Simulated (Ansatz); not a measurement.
Pressure series in BeS

The reference is BeS in the zinc blende structure (space group F-43m, No. 216; a = 4.869 Å).

Cell and atoms are relaxed at each pressure.

Level of theory: Kohn–Sham DFT with the r2SCAN functional, run in Ansatz (a first-principles code) with PAW and 500 eV plane waves, no spin-orbit coupling.

```csv
pressure (GPa),volume per atom (Å³/atom)
-2,14.735
-1,?
0,14.425
0.9,14.294
2.1,14.128
4.5,13.823
15,12.763
22.5,12.188
30,11.708
```

Problem. Fit the third-order Birch–Murnaghan form P(V) = (3B₀/2)[(V₀/V)^(7/3) − (V₀/V)^(5/3)]·[1 + (3/4)(B₀′ − 4)((V₀/V)^(2/3) − 1)] (squares taken in P) to the rows shown and predict the withheld row.

Solution. Least squares on the printed values gives V₀ = 14.424 Å³/atom, B₀ = 97.7 GPa, B₀′ = 3.7; this predicts 14.576 Å³/atom, and the run gives 14.576 Å³/atom, in agreement.

Load acts through the strain it causes; cell and atoms are relaxed under it. Whether these cells are dynamically stable was not tested. No other phases were tried under pressure.
